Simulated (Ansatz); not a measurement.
**Lattice parameter a of TiC (model structure, started from the NbAs type, I4₁md, No. 109, 4 atoms in the cell) at several levels of theory**

No measured value is used here.

```csv
level (code),value (Å)
PBE (Ansatz),(withheld)
PBEsol (Ansatz),2.794
PBE-D3(BJ) (Ansatz),2.795
```

Fill in the missing entries.


- PBE (Ansatz, a quantum-chemistry and plane-wave program), value (Å): 2.823

Ansatz's density-functional and Hartree–Fock values are scalar-relativistic unless marked +SOC, with PAW data made under PBE.

A model structure was made by putting elements into a prototype or built by hand; it is no filed structure, need not be a known phase, and can be a saddle point held by its symmetry.
